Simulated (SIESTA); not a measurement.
SIESTA run on NiSb (P1, 4 atoms in the cell): self-consistent single point.

Level of theory: LDA PW92, numerical atomic orbitals DZP, PseudoDojo LDA standard norm-conserving potentials (rewritten from UPF to PSML) (SIESTA).

```
NiSb
1.0
    3.92967     0.00000     0.00000
   -1.96484     3.40319     0.00000
    0.00000     0.00000     5.11619
Ni Sb
2 2
Direct
  0.99389   0.99685   0.00155
  0.99827   0.00155   0.50396
  0.34159   0.66761   0.24963
  0.66625   0.33399   0.74485
```

Reference input (self-consistent single point, DFT, GGA PBE, numerical atomic orbitals DZP, PseudoDojo PBE standard norm-conserving potentials (rewritten from UPF to PSML)): XC.functional = GGA; XC.authors = PBE; potentials = PseudoDojo PBE standard; PAO.BasisSize = DZP; PAO.EnergyShift = 0.01 Ry; MeshCutoff = 350 Ry; kgrid.MonkhorstPack = 5 5 4; OccupationFunction = MP; OccupationMPOrder = 0; ElectronicTemperature = 3156.43 K; MaxSCFIterations = 150; SCF.Mixer.Method = Pulay. This run's input differs from it in these lines:

```diff
@@ -1,2 +1,2 @@
-# files in the folder: Ni.psml Sb.psml (PseudoDojo PBE standard)
+# files in the folder: Ni.psml Sb.psml (PseudoDojo LDA standard)
 SystemName  NiSb
@@ -24,4 +24,4 @@
 
-XC.functional                GGA
-XC.authors                   PBE
+XC.functional                LDA
+XC.authors                   PW92
 PAO.BasisSize                DZP
```

Log, with long lists cut:

```
        iscf     Eharris(eV)        E_KS(eV)     FreeEng(eV)     dDmax    Ef(eV) dHmax(eV)
   scf:    1   -14001.596592   -14039.597340   -14039.711966  1.560536 -1.841592 21.803801
   scf:    2   -14018.084855   -14049.695001   -14049.744974  1.054219 -4.100927 13.228667
   scf:    3   -14059.921542   -14057.456599   -14057.539945  0.311174 -3.452183  2.232301
   scf:    4   -14055.930078   -14057.160351   -14057.273366  0.114871 -3.279995  3.906217
   scf:    5   -14057.573567   -14057.381421   -14057.491360  0.022217 -3.330604  2.744384
   [... 4 lines left out ...]
   scf:   10   -14057.683627   -14057.683628   -14057.781987  0.000114 -3.489707  0.001307
   scf:   11   -14057.683630   -14057.683629   -14057.781987  0.000037 -3.489783  0.000274
   scf:   12   -14057.683632   -14057.683631   -14057.781987  0.000015 -3.489788  0.000092
   scf:   13   -14057.683632   -14057.683631   -14057.781987  0.000004 -3.489797  0.000079
SCF Convergence by DM+H criterion
max |DM_out - DM_in|         :     0.0000037989
max |H_out - H_in|      (eV) :     0.0000789585
SCF cycle converged after 13 iterations

Using DM_out to compute the final energy and forces

siesta: E_KS(eV) =           -14057.6836

siesta: E_KS - E_eggbox =    -14057.6836

siesta: Atomic forces (eV/Ang):
     1    0.187497    0.068415   -0.032618
     2    0.151660    0.009123   -0.171728
     3   -0.328215   -0.056922   -0.049649
     4   -0.013721   -0.023296    0.254138
   Tot   -0.002779   -0.002679    0.000142
   Max    0.328215
   Res    0.150616    sqrt( Sum f_i^2 / 3N )
   Max    0.328215    constrained

Stress tensor Voigt[x,y,z,yz,xz,xy] (kbar):       71.92       73.17       44.24        0.25        0.67       -4.16
(Free)E + p*V (eV/cell)   -14060.4770
   [... lines left out ...]
siesta: FreeEng =    -14057.781987
   [... lines left out ...]
siesta:     0.044887   -0.002595    0.000415
siesta:    -0.002595    0.045668    0.000157
siesta:     0.000415    0.000157    0.027611

siesta: Cell volume =         68.421006 Ang**3

siesta: Pressure (static):
siesta:                Solid            Molecule  Units
siesta:          -0.00042900         -0.00044317  Ry/Bohr**3
siesta:          -0.03938860         -0.04068984  eV/Ang**3
siesta:         -63.10749674        -65.19230816  kBar
```

The run converged in 13 iterations. Against the reference run the pressure goes from 3.41 to -6.31 GPa and the largest force goes from 0.381 to 0.337 eV/Å.

The starting cell comes from a database of computed structures (which also holds hypothetical and non-ambient phases and stackings), without a prior relaxation at this level. Its atoms were displaced at random from the sites of space group no. 194. Spin polarisation is off. Values carry the incompleteness of an atom-centred basis. With a pressure of about -6 GPa the cell is away from its equilibrium volume at this level.
